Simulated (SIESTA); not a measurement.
Input and output of a self-consistent single point for PdPtAu (P3m1, 3 atoms in the cell) (SIESTA).

Method: GGA PBEsol, numerical atomic orbitals DZP, PseudoDojo PBEsol standard norm-conserving potentials (rewritten from UPF to PSML) (SIESTA 5.4.2).

```yaml
crystal:
  lattice:
    - [2.84952, 0.00000, 0.00000]
    - [-1.42476, 2.46776, 0.00000]
    - [0.00000, 0.00000, 6.98638]
  atoms:
    - { symbol: Pd, position: [0.00000, 0.00000, 0.33796] }
    - { symbol: Pt, position: [0.66667, 0.33333, 0.65909] }
    - { symbol: Au, position: [0.33333, 0.66667, 0.00295] }
```

Reference input (self-consistent single point, DFT, LDA PW92, numerical atomic orbitals DZP, PseudoDojo LDA standard norm-conserving potentials (rewritten from UPF to PSML)): XC.functional = LDA; XC.authors = PW92; potentials = PseudoDojo LDA standard; PAO.BasisSize = DZP; PAO.EnergyShift = 0.005 Ry; MeshCutoff = 400 Ry; kgrid.MonkhorstPack = 16 16 6; OccupationFunction = MP; OccupationMPOrder = 0; ElectronicTemperature = 1578.21 K; MaxSCFIterations = 150; SCF.Mixer.Method = Pulay. This run's input differs from it in these lines:

```diff
@@ -1,2 +1,2 @@
-# files in the folder: Pd.psml Pt.psml Au.psml (PseudoDojo LDA standard)
+# files in the folder: Pd.psml Pt.psml Au.psml (PseudoDojo PBEsol standard)
 SystemName  PdPtAu
@@ -24,4 +24,4 @@
 
-XC.functional                LDA
-XC.authors                   PW92
+XC.functional                GGA
+XC.authors                   PBEsol
 PAO.BasisSize                DZP
```

Output (repeated stretches shortened):

```
        iscf     Eharris(eV)        E_KS(eV)     FreeEng(eV)     dDmax    Ef(eV) dHmax(eV)
   scf:    1   -11103.980441   -11193.163744   -11193.194186  1.357791 -2.076743 29.637803
   scf:    2   -11242.084399   -11226.355323   -11226.385665  0.358084 -3.136602 12.769381
   scf:    3   -11212.849156   -11226.774761   -11226.814547  0.276701 -3.360019 12.431917
   scf:    4   -11231.302857   -11230.956894   -11231.001200  0.189332 -3.521809  4.237135
   scf:    5   -11228.579767   -11230.590799   -11230.633389  0.238576 -4.110887  5.990456
   [... 6 lines left out ...]
   scf:   12   -11231.816942   -11231.816970   -11231.861189  0.000794 -4.230563  0.008468
   scf:   13   -11231.816981   -11231.816976   -11231.861191  0.000055 -4.230568  0.004584
   scf:   14   -11231.816983   -11231.816980   -11231.861192  0.000101 -4.230633  0.000149
   scf:   15   -11231.816980   -11231.816980   -11231.861192  0.000003 -4.230639  0.000118
SCF Convergence by DM+H criterion
max |DM_out - DM_in|         :     0.0000031879
max |H_out - H_in|      (eV) :     0.0001180492
SCF cycle converged after 15 iterations

Using DM_out to compute the final energy and forces

siesta: E_KS(eV) =           -11231.8170

siesta: E_KS - E_eggbox =    -11231.8170

siesta: Atomic forces (eV/Ang):
     1    0.000002   -0.000001   -0.124749
     2   -0.000000    0.000000    0.168157
     3   -0.000003    0.000001   -0.040380
   Tot   -0.000000    0.000000    0.003028
   Max    0.168157
   Res    0.071079    sqrt( Sum f_i^2 / 3N )
   Max    0.168157    constrained

Stress tensor Voigt[x,y,z,yz,xz,xy] (kbar):      107.28      107.34       98.29        0.00       -0.00        0.05
(Free)E + p*V (eV/cell)   -11235.0596
Target enthalpy (eV/cell)   -11231.8612

   [... lines left out ...]
siesta: FreeEng =    -11231.861192
   [... lines left out ...]
siesta:     0.066961    0.000033   -0.000001
siesta:     0.000033    0.066999    0.000000
siesta:    -0.000001    0.000000    0.061349

siesta: Cell volume =         49.127686 Ang**3

siesta: Pressure (static):
siesta:                Solid            Molecule  Units
siesta:          -0.00070906         -0.00074393  Ry/Bohr**3
siesta:          -0.06510301         -0.06830472  eV/Ang**3
siesta:        -104.30652430       -109.43622628  kBar
```

The run converged in 15 iterations. Against the reference run the pressure goes from -15.25 to -10.43 GPa and the largest force goes from 0.114 to 0.168 eV/Å.

The starting cell comes from a database of computed structures (which also holds hypothetical and non-ambient phases and stackings), without a prior relaxation at this level. Spin polarisation is off. Values carry the incompleteness of an atom-centred basis. With a pressure of about -10 GPa the cell is away from its equilibrium volume at this level.

Cost on one core of a shared machine: roughly 80 s.
